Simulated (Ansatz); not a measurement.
**AlN (Fm-3m, No. 225, 2 atoms in the cell; start mp-1330; high-pressure phase)**

All values below come from r²SCAN-D4 (plane waves, PAW; Ansatz, a first-principles code).

Run with plane-wave cutoff 500 eV, 16×16×16 k mesh, gaussian smearing 0.02 eV, scalar-relativistic PAW data made under PBE.

Cell (relaxed at this level):

AlN is taken in the cubic space group Fm-3m (No. 225), the rock salt structure, Pearson symbol cF8. Lattice parameters: a = b = c = 4.026 Å, α = β = γ = 90.00°. Al on 4b sees 6 N at 2.013 Å (octahedral). N on 4a sees 6 Al at 2.013 Å (octahedral). (Neighbours: up to the widest gap in distance over summed covalent radii, below 1.35, at either atom; cation-cation and far metal-metal contacts left out.)
(The calculation used a cell of 2 atoms; values per cell refer to that cell.)

For AlN (Fm-3m, No. 225, 2 atoms in the cell; start mp-1330; high-pressure phase), the band gap comes out as 5.61 eV (on the SCF k mesh).

Note: the relaxation could not lower the start's symmetry, so the cell can be a saddle point above a distorted one.

Static lattice: no zero-point or thermal effects.

A start named mp-… is a Materials Project structure, which need not be a measured phase.
